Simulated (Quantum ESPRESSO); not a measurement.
A self-consistent single point of Cl (Cm, 4 atoms in the cell) with Quantum ESPRESSO.

Method of the run: PBEsol, PseudoDojo standard norm-conserving (PBESOL) pseudopotentials (plane waves; Quantum ESPRESSO).

```xyz
4
Lattice="2.2467 -3.1294 0.0000 2.2467 3.1294 0.0000 0.0000 0.0000 8.2848" Properties=species:S:1:pos:R:3 pbc="T T T"
Cl     3.9407     0.0000     7.4814
Cl     2.7994     0.0000     3.2891
Cl     1.6940     0.0000     4.9957
Cl     0.5527     0.0000     0.8533
```

Reference input (self-consistent single point, DFT, PBEsol, plane waves, PseudoDojo standard norm-conserving (PBESOL) pseudopotentials): ecutwfc = 60 Ry; occupations = smearing; smearing = fermi-dirac; degauss = 0.000734986 Ry; potentials = {Cl: Cl.upf}; K_POINTS = automatic 3 3 2 0 0 0; conv_thr = 1e-10 Ry; mixing_beta = 0.7. This run's input differs from it in these lines:

```diff
@@ -15,2 +15,3 @@
  degauss = 0.000734986
+ nbnd = 14
 /
```

Output, abridged:

```
     Self-consistent Calculation

     iteration #  1     ecut=    60.00 Ry     beta= 0.70

 %%%%%%%%%%%%%%%%%%%%%%%%%%%%%%%%%%%%%%%%%%%%%%%%%%%%%%%%%%%%%%%%%%%%%%%%%%%%%%
     Error in routine efermig (1):
     internal error, cannot bracket Ef
 %%%%%%%%%%%%%%%%%%%%%%%%%%%%%%%%%%%%%%%%%%%%%%%%%%%%%%%%%%%%%%%%%%%%%%%%%%%%%%

     stopping ...
```

The program stopped with an error at about iteration 1. 

The starting cell has typed, rounded lattice constants, without a prior relaxation at this level. Its lattice was rescaled by up to half a per cent. One atom was moved a little off its site on purpose.
